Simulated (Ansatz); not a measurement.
We consider C11b MoSi₂, described by revPBE (Ansatz, a quantum-chemistry and plane-wave program, plane waves, PAW).

Run with plane-wave cutoff 520 eV, 24×24×24 k mesh, Fermi–Dirac smearing 0.05 eV, no spin polarisation, scalar-relativistic PAW data made under PBE.

Cell (relaxed at this level):

```cif
data_MoSi2
_chemical_formula_sum 'Si2 Mo1'
_space_group_name_H-M_alt 'P 1'
_space_group_IT_number 1
_cell_length_a 4.55993
_cell_length_b 4.55993
_cell_length_c 4.55993
_cell_angle_alpha 138.553
_cell_angle_beta 138.553
_cell_angle_gamma 60.058
loop_
_space_group_symop_operation_xyz
  'x, y, z'
loop_
_atom_site_label
_atom_site_type_symbol
_atom_site_fract_x
_atom_site_fract_y
_atom_site_fract_z
_atom_site_occupancy
Si1 Si 0.66490 0.66490 0.00000 1
Si2 Si 0.33510 0.33510 0.00000 1
Mo1 Mo 0.00000 0.00000 0.00000 1
```

Give the computed bulk modulus B0 and pressure derivative B′ of the bulk modulus.


bulk modulus B0: 199 GPa
pressure derivative B′ of the bulk modulus: 4.5

The run finds no gap.

Measured, for comparison: bulk modulus 222 ± 2 GPa (room temperature, no zero-point or thermal correction, B' = 4; as tabulated in Structural stability of MoSi2 and Mo5Si3 under high pressure, Chin. Phys. B 26 …). Computed (rounded) less measured: bulk modulus -10 %.

Note: the bulk modulus comes from volumes at which shape and atoms were relaxed.

Computed values are for the static lattice.

The result took very roughly 16 core-minutes.
